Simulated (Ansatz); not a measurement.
Given:

```
CELL_PARAMETERS angstrom
      4.18737     0.00000     0.00000
      2.09368     3.62637     0.00000
      0.00000     0.00000    23.54743
ATOMIC_POSITIONS crystal
  F  0.66667 0.16667 0.32895
  Pb 0.33333 0.83333 0.35660
  F  0.00000 0.50000 0.39461
  F  0.33333 0.83333 0.46121
  Pb 0.00000 0.50000 0.50000
  F  0.66667 0.16667 0.53879
  F  0.00000 0.50000 0.60539
  Pb 0.66667 0.16667 0.64340
  F  0.33333 0.83333 0.67105
```

No spin polarisation.

The values are results of r2SCAN (Ansatz, a first-principles code; PAW; 500 eV plane waves; without spin-orbit coupling), earlier PAW set, not measurements. Settings: 9×9×1 k-points, 0.05 eV Fermi–Dirac smearing. The cell is a slab with vacuum along z.

Predict the gap character and band gap.


* **Gap character**: indirect, K → M
* **Band gap**: 4.68 eV

With Pb present, leaving out spin-orbit coupling can change the band edges. No phonon test of stability was made. The cell was made from PbF2 in the fluorite structure (space group Fm-3m, No. 225) by this change: a free-standing slab of 3 layers (9 atoms, 3 a layer) is cut normal to [111], with 15 Å of vacuum and the in-plane cell held at bulk.
